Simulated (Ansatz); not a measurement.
Troubleshooting Ansatz (a first-principles code): a failed run on B4OsW (P1, 6 atoms in the cell). The aim is a self-consistent single point with DFT, PBEsol, plane waves, default PAW files made with PBE.

Cell that was meant: a = 2.9204 Å, b = 2.9204 Å, c = 7.5235 Å, α = 90.00°, β = 90.00°, γ = 120.00°.

Part of the input:

Ansatz 0.2 input:
```yaml
    - { symbol: B, position: [0.636390, 0.323435, 0.200293] }
    - { symbol: Os, position: [-0.003207, -0.003508, -0.004029] }
    - { symbol: W, position: [0.666556, 0.352279, 0.497545] }
basis:
  ecutwfc: 30
kpoints:
  mp_grid: { grid: [12, 12, 4] }
hamiltonian:
```

Output (repeated stretches shortened):

```
Error: inconsistent input (basis.ecutwfc, kpoints): the smallest per-k basis holds n_pw = 15 plane waves (k-point 186, counted from 0 among those solved) but the deck needs at least 22 band(s) per channel, and no run solves more bands than the smallest per-k basis has plane waves; raise basis.ecutwfc until the smallest per-k basis, which caps the automatic band count, holds at least 22 plane waves
```

From the messages shown, name the fault and mend the input.

The fault is this: a cutoff meant in Ry typed as a bare number, read as eV; here the program stops on it instead of giving results. To fix it, convert the value to the unit that the key expects. The program stopped before any SCF iteration.

The sound input it was made from differs as follows (other fixes are possible):
```diff
-basis:
-  ecutwfc: 30
```

With that input, the run converged in 7 iterations: free energy E − TS (on the zero of these files) -22120.0617 eV; Fermi level (on the code's own zero) 17.99 eV; pressure -3.08 GPa; largest force (vector length) 1.114 eV/Å (DFT, PBEsol, plane waves, default PAW files made with PBE).

On the sound input: the starting cell comes from a database of computed structures (which also holds hypothetical and non-ambient phases and stackings), without a prior relaxation at this level. Its atoms were displaced at random from the sites of space group no. 187. Spin polarisation is off. With a pressure of about -3 GPa the cell is away from its equilibrium volume at this level. Forces in this geometry exceed 1 eV/Å. Ansatz's pressure includes its estimate of the finite-basis (Pulay) stress.
